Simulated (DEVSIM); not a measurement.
Device: Co/SiO2/p-Si capacitor, at 300 K.

Layer 1 from the left is SiO2, thickness (nm) 34.0. Layer 2 from the left is Si, thickness (nm) 13000, Na (cm⁻³) 1.9e15.

Metal gate on the left, work function 5 eV. Fixed charge at the semiconductor interface 1.9e10 cm⁻² (in units of +e); interface traps 1e11 cm⁻² eV⁻¹, uniform in energy, neutral level at 0.5 of the gap above the valence band.

Constants are typed, rounded textbook-type inputs, not results; the design itself was drawn at random and stands for no fabricated device. Values at 300 K.

SiO2: gap (eV) 9, affinity (eV) 0.9, permittivity 3.9. Si: gap (eV) 1.124, affinity (eV) 4.05, permittivity 11.7, Nc (cm⁻³) 2.86e19, Nv (cm⁻³) 3.1e19.

Simulated with DEVSIM: 1D Poisson equation in equilibrium, Boltzmann statistics, complete ionisation; no quantum confinement or tunnelling. Metal contacts follow the ideal Schottky-Mott rule: no Fermi-level pinning, no interface dipoles.

### Question
What does the simulation give for the flat-band voltage, the minimum of the low-frequency capacitance?

### Answer
flat-band voltage 0.00 V; minimum of the low-frequency capacitance 0.0256 μF/cm².
